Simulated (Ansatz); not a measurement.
Computed paths: Mo-vacancy pair in fcc Ir, neutral cell

Consider Mo-vacancy pair (Mo on one host Ir site, one Ir site vacant) in fcc Ir, neutral cell. The numbers are results of PBE, PAW (plane waves to 420 eV; Ansatz, a program for electronic structure), not measurements.

Cell of 32 host sites held at the relaxed PBE lattice; a 2×2×2 k-point mesh shifted by half a step; Fermi-Dirac width 0.10 eV, spin-restricted; finite-size errors left in. Static, classical nuclei. Spin-orbit coupling is left out. Forms of the defect that were not tried may lie lower.

Barriers: single points on a 4×4×4 k-point mesh shifted by half a step at the bands' geometries (they differ from the bands' own by up to 0.27 eV, and are uncertain by about as much).

```csv
Route,Start site over the lowest site run (eV),Hop (Å),Forward barrier (eV),Backward barrier (eV),Neighbours at the start,Neighbours at the saddle,Saddle order,"Forward, on the band's own sampling (eV)"
a nearby Ir atom hops onto the vacant site (Mo-vacancy distance between ideal sites 2.74 → 3.87 Å),0.11,2.70,2.54,2.66,"4 Ir at 2.72, 4 Ir at 2.74, 2 Ir at 2.75, Ir at 2.76 Å","2 Ir at 2.47, 2 Ir at 2.57, Ir at 2.80, Ir at 3.18; Mo at 2.83 Å","not checked, on a symmetry element",2.27
Mo and the vacancy change places (Mo-vacancy distance between ideal sites 2.74 Å throughout),0.11,2.71,2.74,2.74,"5 Ir at 2.72, 6 Ir at 2.74 Å","4 Ir at 2.50, 2 Ir at 3.00, 2 Ir at 3.05 Å","not checked, on a symmetry element",2.72
```

Paths come from climbing-image nudged elastic band runs. Of the routes that converged and passed our checks, the lowest saddle point lies 2.66 eV above the lowest of the sites run (a nearby Ir atom hops onto the vacant site (Mo-vacancy distance between ideal sites 2.74 → 3.87 Å)); other sites, such as split forms, and other routes may lie lower. A band can be held on a symmetry element, so unchecked saddle points there may be too high.
